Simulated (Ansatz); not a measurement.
Consider TiB$_{2}$ (space group P6/mmm, No. 191).

```
CELL_PARAMETERS angstrom
      3.03199     0.00000     0.00000
     -1.51599     2.62578     0.00000
      0.00000     0.00000     3.22435
ATOMIC_POSITIONS crystal
  Ti 0.00000 0.00000 0.00000
  B  0.33333 0.66667 0.50000
  B  0.66667 0.33333 0.50000
```

Cartesian axes are those of the cell as printed.

Calculations: DFT with PBE, PAW potentials and a 420 eV plane-wave cutoff in Ansatz (a quantum-chemistry and plane-wave program), scalar-relativistic without spin-orbit coupling.

Base values:

| Property | Result |
|---|---|
| Pressure | 0.0 GPa |
| Shortest interatomic distance | 1.751 Å |
| Band gap | zero |

Now apply this change: biaxial strain −1.05 %, plane normal [001], relaxed out of plane (Cartesian); in-plane vectors clamped, the third vector and the atoms free.

What does the calculation give for the pressure, shortest interatomic distance and band gap after the change?

The pressure (mean of the normal stresses, compression positive) goes from zero to 4.9 GPa; the shortest interatomic distance drops by 0.0184 Å (1.751 Å → 1.732 Å); the band gap stays zero.

No phonon test of stability was made. All final runs are without spin polarisation.
